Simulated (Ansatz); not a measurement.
## ZnS, response to strain

Start from ZnS in the zinc blende structure (space group F-43m, No. 216; a = 5.2968 Å). Axes: x, y, z lie along the cube axes.

Strains are applied to the cell and any free atomic positions relax.

All numbers come from Kohn–Sham DFT with the LDA functional, run in Ansatz (a program for electronic structure) with PAW and 420 eV plane waves, scalar-relativistic without spin-orbit coupling.

Candidates:
(a) tensor shear ε_xy = +1.43 %
(b) tensor shear ε_xy = +2.00 %
(c) tensor shear ε_xy = +0.86 %
(d) tensor shear ε_xy = +1.14 %
(e) tensor shear ε_xy = +0.29 %

Base values:

```
Property    Value
--------  -------
Band gap  2.13 eV
```

### Question
Order them by band gap, highest first.

### Answer
(e) tensor shear ε_xy = +0.29 % (2.11 eV), (c) tensor shear ε_xy = +0.86 % (2.07 eV), (d) tensor shear ε_xy = +1.14 % (2.05 eV), (a) tensor shear ε_xy = +1.43 % (2.03 eV), (b) tensor shear ε_xy = +2.00 % (1.98 eV)

Whether these cells are dynamically stable was not tested.
